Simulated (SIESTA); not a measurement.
Band structure of V2NiS4 (C2/m, 7 atoms in the cell).

```xyz
7
Lattice="6.0594 -1.6134 0.0000 6.0594 1.6134 0.0000 -2.5575 0.0000 5.2431" Properties=species:S:1:pos:R:3 pbc="T T T"
V      2.3347     0.0000     1.6282
V      7.2266     0.0000     3.6148
Ni     0.0000     0.0000     0.0000
S      9.3938     0.0000     2.8957
S      0.1676     0.0000     2.3474
S      5.2150     0.0000     5.1459
S      4.3464     0.0000     0.0972
```

Method: GGA PBEsol, numerical atomic orbitals DZP, PseudoDojo PBEsol standard norm-conserving potentials (rewritten from UPF to PSML) (SIESTA 5.4.2).

Settings: XC.functional = GGA; XC.authors = PBEsol; potentials = PseudoDojo PBEsol standard; PAO.BasisSize = DZP; PAO.EnergyShift = 0.01 Ry; MeshCutoff = 400 Ry; kgrid.MonkhorstPack = 5 5 3; OccupationFunction = MP; OccupationMPOrder = 0; ElectronicTemperature = 50 meV; MaxSCFIterations = 150; SCF.Mixer.Method = Pulay; SCF.Mixer.Weight = 0.1; SCF.Mixer.History = 6.

The starting cell comes from a database of computed structures (which also holds hypothetical and non-ambient phases and stackings), without a prior relaxation at this level. Its lattice was rescaled by a random factor within 2.5 % of one. Spin polarisation is off, so a magnetic state, if there is one, cannot be reached. Values carry the incompleteness of an atom-centred basis.

Levels in eV from the Fermi level, bands 31 to 36:
| point | 31 | 32 | 33 | 34 | 35 | 36 |
|---|---|---|---|---|---|---|
| X | -1.38 | -1.14 | -0.64 | -0.61 | 0.07 | 1.09 |
| Γ | -0.75 | -0.71 | -0.70 | -0.66 | 0.17 | 0.24 |
| Y | -1.52 | -0.81 | -0.68 | -0.09 | 0.09 | 0.15 |
| L | -1.39 | -1.10 | -1.05 | -0.20 | 0.45 | 1.01 |
| Z | -1.60 | -1.14 | -0.21 | -0.08 | 0.48 | 0.49 |
| N | -1.39 | -1.10 | -1.05 | -0.20 | 0.45 | 1.01 |
| M | -1.55 | -0.92 | -0.20 | 0.11 | 0.49 | 0.49 |
| R | -1.38 | -1.14 | -0.64 | -0.61 | 0.07 | 1.09 |

Bands cross the Fermi level along this path, so the cell is metallic at this level.

Higher empty bands are left out: an atom-centred basis made for the valence describes them poorly.
